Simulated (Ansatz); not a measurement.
Results of Hartree–Fock (plane waves, PAW; Ansatz, a first-principles code) for cubic perovskite KZnF₃.

Run with plane-wave cutoff 460 eV, 6×6×6 k mesh, Fermi–Dirac smearing 0.01 eV, scalar-relativistic PAW data made under PBE.

Response to compression and expansion:

```
V (Å³/atom)  P (GPa)  direct gap at Γ (eV)  smallest gap on the k mesh (eV)
-----------  -------  --------------------  -------------------------------
13.051          4.49                18.846                           17.315
13.394          2.10                18.579                           17.161
13.782         -0.22                18.294                           16.993
14.081         -1.78                18.083                           16.865
14.425         -3.34                17.852                           16.722
```

The fundamental gap (17.01 eV at the equilibrium volume, on the SCF mesh) lies elsewhere than Γ–Γ.
